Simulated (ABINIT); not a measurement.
Input and output of a self-consistent single point for CsSiI₃ (R3m, 5 atoms in the cell) (ABINIT).

Method of the run: PBEsol, PAW (JTH v2.0 PBE PAW, files made for PBE) (plane waves; ABINIT).

```xyz
5
Lattice="4.2423 2.4493 3.6912 -4.2423 2.4493 3.6912 0.0000 -4.8986 3.6912" Properties=species:S:1:pos:R:3 pbc="T T T"
Cs     0.0000     0.0000     0.0112
Si     0.0000     0.0000     5.1233
I      0.0000     2.3145     3.8135
I     -2.0044    -1.1573     3.8135
I      2.0044    -1.1573     3.8135
```

Reference input (self-consistent single point, DFT, LDA (PW92), plane waves, PAW (JTH v2.0 LDA PAW)): pseudos = [Cs.LDA_PW-JTH.xml, Si.LDA_PW-JTH.xml, I.LDA_PW-JTH.xml]; ecut = 21 Ha; pawecutdg = 42 Ha; pawxcdev = 0; ixc = 7; occopt = 3; tsmear = 0.00183747 Ha; ngkpt = 4 4 4; nshiftk = 1; shiftk = 0 0 0; potentials = JTH v2.0 LDA PAW; nband = 23. This run's input differs from it in these lines:

```diff
@@ -1,4 +1,4 @@
-# CsSiI3, JTH v2.0 LDA PAW
+# CsSiI3, JTH v2.0 PBE PAW
 pp_dirpath "./"
-pseudos "Cs.LDA_PW-JTH.xml, Si.LDA_PW-JTH.xml, I.LDA_PW-JTH.xml"
+pseudos "Cs.GGA_PBE-JTH.xml, Si.GGA_PBE-JTH.xml, I.GGA_PBE-JTH.xml"
 acell 3*1.0 Angstrom
@@ -21,3 +21,3 @@
 pawxcdev 0
-ixc 7
+ixc -116133
 occopt 3
```

Its files differ too (potentials: JTH v2.0 LDA PAW → JTH v2.0 PBE PAW).

Output, abridged:

```
--- !BeginCycle
solver: {iscf: 17, nstep: 80, nline: 4, wfoptalg: 10, }
tolerances: {toldfe: 1.00E-09, }
...

     iter   Etot(hartree)      deltaE(h)  residm     nres2
 ETOT  1  -59.538338277670    -5.954E+01 1.849E-02 1.250E+00
 ETOT  2  -59.595120949728    -5.678E-02 2.643E-03 2.272E-01
 ETOT  3  -59.594748405343     3.725E-04 4.144E-04 2.363E-02
 ETOT  4  -59.594814211447    -6.581E-05 2.375E-04 4.463E-03
 ETOT  5  -59.594834490262    -2.028E-05 1.603E-04 1.063E-03
   [... 12 lines left out ...]
 ETOT 18  -59.594841590964    -2.297E-09 1.753E-06 1.295E-11
 ETOT 19  -59.594841592167    -1.203E-09 6.854E-07 4.535E-10
 ETOT 20  -59.594841592802    -6.344E-10 1.038E-06 2.707E-11
 ETOT 21  -59.594841593136    -3.345E-10 4.058E-07 2.278E-10
 At SCF step   21, etot is converged :
  for the second time, diff in etot=  3.345E-10 < toldfe=  1.000E-09

 Cartesian components of stress tensor (hartree/bohr^3)
  sigma(1 1)=  3.49592093E-05  sigma(3 2)= -3.93860292E-14
  sigma(2 2)=  3.49592094E-05  sigma(3 1)=  0.00000000E+00
  sigma(3 3)=  3.50169172E-05  sigma(2 1)=  0.00000000E+00

 ----iterations are completed or convergence reached----

 reduced coordinates (array xred) for    5 atoms
       0.001010000000      0.001010000000      0.001010000000
       0.462660000000      0.462660000000      0.462660000000
       0.501875000000      0.501875000000      0.029390000000
       0.029390000000      0.501875000000      0.501875000000
       0.501875000000      0.029390000000      0.501875000000
 cartesian forces (eV/Angstrom) at end:
   [... lines left out ...]
 Fermi (or HOMO) energy (eV) =  -1.51020   Average Vxc (eV)=  -7.67949
   [... lines left out ...]
'-kT*entropy'       : -5.69519158935464E-07
total_energy        : -5.95948424730272E+01
total_energy_eV     : -1.62165813460977E+03
...

-Cartesian components of stress tensor (GPa)         [Pressure= -1.0291E+00 GPa]
- sigma(1 1)=  1.02853528E+00  sigma(3 2)= -1.15877679E-09
- sigma(2 2)=  1.02853528E+00  sigma(3 1)=  0.00000000E+00
- sigma(3 3)=  1.03023310E+00  sigma(2 1)=  0.00000000E+00

 Calculation completed.
```

The run converged in 21 iterations. Against the reference run the pressure goes from -1.84 to -1.03 GPa, the largest force goes from 0.029 to 0.062 eV/Å and the gap on the mesh hardly changes (0.737 to 0.746 eV).

The starting cell comes from a database of computed structures (which also holds hypothetical and non-ambient phases and stackings), without a prior relaxation at this level. Spin-orbit coupling is off. The potentials were made for another functional than the one used.

Cost on one core of a shared machine: roughly 90 s.
